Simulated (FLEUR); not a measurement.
Band structure of FeCo (Pm-3m, 2 atoms in the cell).

```yaml
crystal:
  lattice:
    - [2.83903, 0.00000, 0.00000]
    - [0.00000, 2.83903, 0.00000]
    - [0.00000, 0.00000, 2.83903]
  atoms:
    - { symbol: Fe, position: [0.00000, 0.00000, 0.00000], spin: 4.0 }
    - { symbol: Co, position: [0.50000, 0.50000, 0.50000], spin: 3.0 }
```
(The spins are starting values, not results.)

Method of the run: PBE, all-electron FLAPW (FLEUR), scalar-relativistic valence.

Settings: Kmax = 3.7 1/bohr; GmaxXC = 11.1 1/bohr; xcFunctional = pbe; jspins = 2; l_soc = F; mode = hist; fermiSmearingEnergy = 0.00734986 Htr; mesh (inpgen div1-3) = 15 15 15; inpgen gamma flag = false; Gmax = 11.1 1/bohr; numbands = 0; maxIterBroyd = 25; imix = Anderson; alpha = 0.05.

The starting cell comes from a database of computed structures (which also holds hypothetical and non-ambient phases and stackings), without a prior relaxation at this level. Values depend on the basis (sphere radii, cutoffs, local orbitals), which need not be converged.

Levels in eV from the Fermi level, bands 15 to 22 of the first spin channel:
```tsv
point	15	16	17	18	19	20	21	22
Γ	-1.96	-0.89	-0.89	-0.89	9.08	9.08	9.08	15.81
X	-2.60	-2.05	-1.96	-0.88	-0.58	16.49	16.49	16.64
M	-1.73	-0.62	-0.62	-0.16	-0.16	6.20	6.38	17.60
R	-1.92	-1.71	-1.71	7.75	7.75	7.75	7.86	7.86
```
